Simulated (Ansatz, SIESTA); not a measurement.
CoPdO2 (R-3m, 4 atoms in the cell) computed with different codes at matched settings

Self-consistent single point.

```
CoPdO2
1.0
    1.39633     0.80617     5.81061
   -1.39633     0.80617     5.81061
    0.00000    -1.61234     5.81061
Co Pd O
1 1 2
Direct
  0.50000   0.50000   0.50000
  0.00000   0.00000   0.00000
  0.88753   0.88753   0.88753
  0.11247   0.11247   0.11247
```
Moments meant for the start (each program seeds them in its own way; μB, in the order of the atoms Co Pd O O): 3.0 0.0 0.0 0.0.

Shared settings, as Ansatz (an electronic-structure program) writes them: kpoints.mp_grid.grid = 9 9 9; scf.occupations.method = fermi_dirac; scf.occupations.width = 0.1 eV. Potentials and cutoffs stand in the table.

```
code                                                                                                                            model  pressure (GPa)  largest force (eV/Å)       cutoff
------  -----------------------------------------------------------------------------------------------------------------------------  --------------  --------------------  -----------
SIESTA  GGA PBEsol, numerical atomic orbitals TZP, PseudoDojo PBEsol standard norm-conserving potentials (rewritten from UPF to PSML)            6.69                 0.162  grid 400 Ry
Ansatz                                                                                                PBEsol, PAW files made with PBE            6.84                 0.001      default
```

On Ansatz's run: the starting moments vanished: the run ended non-magnetic, which need not be the lowest state. The program warned that a starting moment was not kept.

The spread over the programs that give each value: pressure within 0.15 GPa; largest force within 0.161 eV/Å.

SIESTA uses small atom-centred bases, whose incompleteness enters pressures, forces and empty levels differently from a plane-wave cutoff. Ansatz's pressure is given at a fixed set of plane waves, as the other plane-wave codes print theirs; with its correction for the finite basis it is 7.31 GPa (the shift of 0.48 GPa shows how far the cutoff is from converged).

The starting cell comes from a database of computed structures (which also holds hypothetical and non-ambient phases and stackings), without a prior relaxation at this level. Its lattice was rescaled by a random factor within 2.5 % of one.

Keys are those of Ansatz 0.2.
